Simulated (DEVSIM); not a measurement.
System: abrupt Si n-p junction, at 300 K.

| layer (left to right) | material | thickness (μm) | Nd (cm⁻³) | Na (cm⁻³) | τn (s) | τp (s) |
|---|---|---|---|---|---|---|
| 1 | Si | 1.30 | 2.1e15 | - | 9.7e-7 | 2.9e-5 |
| 2 | Si | 22.0 | - | 8.7e15 | 9.7e-7 | 9.7e-7 |

Left contact: ohmic. Right contact: ohmic. Voltage is applied to the left contact. Recombination: SRH at mid-gap, radiative. Mobility is μmin + (μ − μmin)/(1 + (N/Nref)^α).

This is a model device: material constants are rounded textbook-type values typed into the input, and sizes, dopings and lifetimes were drawn at random. Values at 300 K.

```tsv
parameter	Si
gap (eV)	1.124
affinity (eV)	4.05
permittivity	11.7
Nc (cm⁻³)	2.86e19
Nv (cm⁻³)	3.1e19
μn (cm²/Vs)	1417
μp (cm²/Vs)	470
μn,min	52
μp,min	45
Nref,n	9.7e16
Nref,p	2.2e17
αn	0.68
αp	0.72
B (cm³/s)	4.7e-15
```

DEVSIM, 1D drift-diffusion, Boltzmann statistics, complete ionisation; no tunnelling, impact ionisation, image-force lowering or self-heating.

Question: Tabulate band edges, carrier densities and field at zero bias.

Answer: Energies count from the Fermi level of the right contact; mesh points crowd at the junctions.

| x (μm) | Ec (eV) | Ev (eV) | n (cm⁻³) | p (cm⁻³) | field (V/cm) |
|---|---|---|---|---|---|
| 0.000 | 0.246 | -0.878 | 2.1e15 | 55000 | ≈ 0 |
| 0.02980 | 0.246 | -0.878 | 2.1e15 | 55000 | ≈ 0 |
| 0.09998 | 0.246 | -0.878 | 2.1e15 | 55000 | ≈ 0 |
| 0.2491 | 0.246 | -0.878 | 2.1e15 | 55000 | ≈ 0 |
| 0.7704 | 0.266 | -0.858 | 9.9e14 | 120000 | 2000 |
| 1.072 | 0.443 | -0.681 | 1.0e12 | 1.1e8 | 11000 |
| 1.210 | 0.619 | -0.505 | 1.1e9 | 1.0e11 | 15000 |
| 1.287 | 0.744 | -0.380 | 9000000 | 1.3e13 | 18000 |
| 1.311 | 0.786 | -0.338 | 1800000 | 6.6e13 | 16000 |
| 1.358 | 0.849 | -0.275 | 160000 | 7.5e14 | 10000 |
| 1.460 | 0.904 | -0.220 | 19000 | 6.2e15 | 1900 |
| 1.830 | 0.913 | -0.211 | 13000 | 8.7e15 | ≈ 0 |
| 2.578 | 0.913 | -0.211 | 13000 | 8.7e15 | ≈ 0 |
| 4.217 | 0.913 | -0.211 | 13000 | 8.7e15 | ≈ 0 |
| 10.11 | 0.913 | -0.211 | 13000 | 8.7e15 | ≈ 0 |
| 17.34 | 0.913 | -0.211 | 13000 | 8.7e15 | ≈ 0 |
| 20.67 | 0.913 | -0.211 | 13000 | 8.7e15 | ≈ 0 |
| 22.20 | 0.913 | -0.211 | 13000 | 8.7e15 | ≈ 0 |
| 22.95 | 0.913 | -0.211 | 13000 | 8.7e15 | ≈ 0 |
| 23.16 | 0.913 | -0.211 | 13000 | 8.7e15 | ≈ 0 |
| 23.25 | 0.913 | -0.211 | 13000 | 8.7e15 | ≈ 0 |
| 23.30 | 0.913 | -0.211 | 13000 | 8.7e15 | ≈ 0 |
